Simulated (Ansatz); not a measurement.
Gd on the Hf site + O vacancy (Gd_Hf+V_O) in monoclinic HfO2 (the name describes the start): one set of geometries, relaxed with PBE, evaluated in Ansatz (PAW, plane waves to 420 eV, 500 eV under r2SCAN) with PBE, r2SCAN.

Details: 96-site cell; 2×2×2 shifted k-points; start: the Hf site; O(1) 2.05 Å away; charged states image-corrected; no spin–orbit coupling; no Hubbard U; energies good to tenths of an eV; relaxed from one start, so a lower configuration may exist; flagged in the runs: a host whose relaxation on this sampling wasn't shown to rest, a strain field that reaches the edge of the cell.

```
quantity                                       PBE  r2SCAN
--------------------------------------------  ----  ------
host gap (eV)                                 4.04    4.54
ε(+1/0) above the VBM (eV)                    2.69    2.91
largest moment on one atom at charge +1 (μB)  6.73    6.80
```

PBE narrows the gap by 0.50 eV against r2SCAN, the highest level run, and puts the level shown 0.22 eV lower above the valence-band maximum (from the rounded values).

Ansatz is a first-principles code.
